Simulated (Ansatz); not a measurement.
# Smallest direct gap on the k points sampled of SrGaHO₂ (model structure, started from the SrVO2H type, P4/mmm, No. 123, 5 atoms in the cell) at several levels of theory

No measured value is used here.

```
level (code)         value (eV)
-------------------  ----------
LDA (Ansatz)               0.83
PBE (Ansatz)               1.08
PBE+SOC (Ansatz)           1.08
PBEsol (Ansatz)            0.95
PBEsol+SOC (Ansatz)        0.95
r²SCAN (Ansatz)            1.67
r²SCAN+SOC (Ansatz)        1.67
HSE06 (Ansatz)             2.50
HSE06+SOC (Ansatz)         2.50
PBE0 (Ansatz)              3.18
```

At these levels the smallest gap is indirect and lower: LDA 0.78, PBE 0.93, PBE+SOC 0.93, PBEsol 0.85, PBEsol+SOC 0.86, r²SCAN 1.53, r²SCAN+SOC 1.53 eV. Computed values are for a static lattice. Spin–orbit coupling is included only where a level's name says +SOC; with heavier elements it mostly lowers gaps and can invert bands.  Values are at the PBEsol cell. Cutoffs and k meshes differ between the levels. Ansatz's density-functional and Hartree–Fock values are scalar-relativistic unless marked +SOC, with PAW data made under PBE.

A model structure was made by putting elements into a prototype or built by hand; it is no filed structure, need not be a known phase, and can be a saddle point held by its symmetry.

Ansatz is a quantum-chemistry and plane-wave program.
